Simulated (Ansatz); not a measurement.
The reference is ZnS in the zinc blende structure (space group F-43m, No. 216).

```
CELL_PARAMETERS angstrom
      0.00000     2.67833     2.67833
      2.67833     0.00000     2.67833
      2.67833     2.67833     0.00000
ATOMIC_POSITIONS crystal
  S  0.75000 0.75000 0.75000
  Zn 0.00000 0.00000 0.00000
```

Level of theory: plane-wave PAW DFT at the PBEsol level (Ansatz, a first-principles code, 420 eV), no spin-orbit coupling.

Base values:

```
Property            Result
-------------  -----------
Gap character  direct at Γ
```

Perturbation: 0.192 holes added to each cell, a density of 5.0×10^21 cm⁻³, with a uniform compensating background at fixed cell and a 300 K Fermi–Dirac width.

What happens to the Fermi level from band edge and gap character?

The Fermi level relative to the doped band's edge (positive inside the band; to 0.05 eV) is +0.45 eV; the gap character is still direct at Γ.

Carriers are added with a uniform compensating background; total energy and stress of such cells depend on the potential's zero and are not compared; many-body gap narrowing is missing at this level. Whether these cells are dynamically stable was not tested.
